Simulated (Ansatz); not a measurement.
The parent structure is YAs in the rock salt structure (space group Fm-3m, No. 225; a = 5.748 Å; a model cell; relaxed with 0.1 eV smearing). Axes: x, y, z lie along the cube axes.

Calculations: DFT with PBEsol, PAW potentials and a 420 eV plane-wave cutoff in Ansatz (an electronic-structure program), no spin-orbit coupling.

For the base:

- Shortest interatomic distance: 2.874 Å
- Pressure: 0.0 GPa

One thing is altered: biaxial strain −2.27 %, plane normal [001], relaxed out of plane (Cartesian); in-plane vectors clamped, the third vector and the atoms free.

**Question.** Estimate the effect on the energy relative to the base, shortest interatomic distance, ratio −ε⊥/ε∥ and pressure.

**Answer.** The energy grows by 18 meV/atom; the shortest interatomic distance shrinks by 0.065 Å (2.874 Å → 2.809 Å); the ratio −ε⊥/ε∥ comes out as 0.25; the pressure (mean of the normal stresses, compression positive) goes from zero to 3.8 GPa.

Whether these cells are dynamically stable was not tested. The final runs are not spin-polarised.
